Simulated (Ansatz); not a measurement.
# MoS2 under a change: uniaxial stress, 3 GPa tension along x

The reference is MoS2 in the 3R-MoS2 type structure (space group R3m, No. 160; layered, stacked along the Cartesian z axis).

```
MoS2
1.0
    1.55780     0.89940     5.78545
   -1.55780     0.89940     5.78545
    0.00000    -1.79879     5.78545
Mo S
1 2
Cartesian
  0.00000   0.00000   0.00068
  0.00000   0.00000  13.12959
  0.00000   0.00000  10.01096
```

Cartesian axes are those of the cell as printed.

Perturbation: uniaxial stress, 3 GPa tension along x, with the cell and atoms free to relax against it.

All numbers come from PBEsol-D3(BJ), PAW, 420 eV (Ansatz, a program for electronic structure; no SOC). Γ-centred 12×12×12 mesh, Fermi–Dirac width 0.05 eV.

- Volume per atom = 16.33 Å³ (base 16.21 Å³)
- Space group = Cm (No. 8) (base R3m (No. 160))
- Shortest interatomic distance = 2.376 Å (base 2.380 Å)
- Energy relative to the base (free energy F) = +2.1 meV/atom
- Band gap = 0.51 eV (base 0.50 eV)
- Gap character = indirect, A → Γ–C (56 % along)
- Smallest direct gap = 1.80 eV (base 1.87 eV)
- Electron mass = 0.60 mₑ along x, 0.69 mₑ along y, 0.42 mₑ along z (off the special points)
- Strain response (xx, yy, zz) = (+1.34, −0.32, −0.29) %
- Secant Young's modulus along x = 220 GPa
- Mean lateral Poisson ratio = 0.23

Final structure:

```
MoS2
1.0
    1.57875     0.88522     5.76666
   -1.57875     0.88522     5.76666
    0.00000    -1.80439     5.77194
Mo S
1 2
Direct
  0.00077   0.00077   0.99857
  0.75715   0.75715   0.75491
  0.57538   0.57538   0.57982
```

Masses are band curvatures over ±0.01 Å⁻¹ around the edge. Stability under load was not tested beyond the relaxation. Labels are those of the standard path for the cell's own space group.
